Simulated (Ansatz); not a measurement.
Results of LDA in Ansatz (plane waves, PAW) for MgGaNO (model structure, started from the AlSiCN type, P3m1, No. 156, 4 atoms in the cell).

Numerical settings: plane-wave cutoff 520 eV, 12×12×6 k mesh (along the axes of the cell as run), Fermi–Dirac smearing 0.01 eV, scalar-relativistic PAW data made under PBE.

Cell (relaxed at this level):

```
CELL_PARAMETERS angstrom
      3.20209     0.00000     0.00000
     -1.60105     2.77310     0.00000
      0.00000     0.00000     5.10215
ATOMIC_POSITIONS crystal
  Ga 0.33333 0.66667 0.50725
  Mg 0.66667 0.33333 0.00939
  O  0.33333 0.66667 0.12840
  N  0.66667 0.33333 0.60495
```

### Question
Predict the band gap.

### Answer

- band gap = 2.30 eV (direct)

Note: the relaxation could raise the start's symmetry but not lower it, so the cell can be a saddle point.

Spin–orbit coupling is not included.

Static lattice: no zero-point or thermal effects.

Computing time: about 10 core-seconds (a rough figure).

A model structure was made by putting elements into a prototype or built by hand; it is no filed structure, need not be a known phase, and can be a saddle point held by its symmetry.

Ansatz is a first-principles code.
